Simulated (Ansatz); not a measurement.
We look at the energy of the reaction as written. Reaction: Sc (hcp) + 2 Ge (diamond) + 4 As (R-3m) → cell A. A negative value means that the right-hand side lies lower.

Cell A: a stack of composition ScGe2As4 on the in-plane vectors of As (R-3m) (0001), but not a cut of that crystal, 7 atoms, hexagonal cell of 3.78 Å (12.4 Å²), symmetry P-6m2 within 0.02 Å, 10.3 Å thick under 16 Å of vacuum, so it may be strained; planes from bottom to top: As | Ge | As | Sc | As | Ge | As; foreign atoms: Sc bound to 6 As at 2.71 Å; two times Ge bound to 4 As at 2.40–2.47 Å; a model cell; spin state with PBE: no moments, k-point mesh 9×9×1.
```xyz
7
Lattice="3.7843 0.0000 0.0000 -1.8921 3.2773 0.0000 0.0000 0.0000 25.8088" Properties=species:S:1:pos:R:3 pbc="T T T"
Sc     0.0000     2.1848    12.9044
As     1.8921     1.0924    14.5057
Ge     1.8921     1.0924    16.9012
As     0.0000     0.0000    18.0485
As     1.8921     1.0924    11.3031
Ge     1.8921     1.0924     8.9076
As     0.0000     0.0000     7.7603
```

Reference: Sc (hcp, P6₃/mmc), 2 atoms in the cell, k-point mesh 24×24×12 on the run's own vectors. Conventional cell: a = 3.267 Å, b = 3.267 Å, c = 5.094 Å, α = 90.00°, β = 90.00°, γ = 120.00°.

Reference: Ge (diamond, Fd-3m), 2 atoms in the cell, k-point mesh 10×10×10 on the run's own vectors. Conventional cell: a = 5.7003 Å, b = 5.7003 Å, c = 5.7003 Å, α = 90.00°, β = 90.00°, γ = 90.00°.

Reference: As (R-3m), 2 atoms in the cell, the relaxed perfect crystal repeated, atoms not moved again, k-point mesh 9×9×8 on the run's own vectors.

Computed with Ansatz (plane waves, PAW), its PAW set soft_1, cutoff 420 eV, 500 eV for r2SCAN. The structures are at rest with PBE+D3(BJ), within the held lattices; other levels are single points on them. Neutral cells; Fermi-Dirac smearing of at most 0.10 eV in the solids, energies taken to zero width. The lattices are those relaxed with PBE+D3(BJ) or held as stated, so at other levels the solids can be strained, which adds to the spread. A dispersion term (D3(BJ), or D4 for r2SCAN) was computed beside these levels and is taken off wherever the name lacks it. Space groups of crystals are read within 0.01 Å. No zero-point or thermal terms. The structures are the rest points that the relaxations reached, not proven lowest. Values are for these cell sizes. Cell A has symmetry P-6m2 within 0.02 Å and got no random move, so less symmetric positions, which may lie lower, weren't tried.

Task: What is the computed value (PBE+D3(BJ))?

Result: -0.88 eV, for Sc (hcp) + 2 Ge (diamond) + 4 As (R-3m) → cell A.

Task: How does the value move with the functional?

Result: 
| Method | value (eV) | less PBE+D3(BJ) |
|---|---|---|
| PBE | -1.45 | -0.57 |
| r2SCAN | -1.92 | -1.04 |
| r2SCAN+D4 | -1.69 | -0.81 |

The levels shown span 1.04 eV, from r2SCAN (-1.92) to PBE+D3(BJ) (-0.88).

Ansatz is a first-principles code.
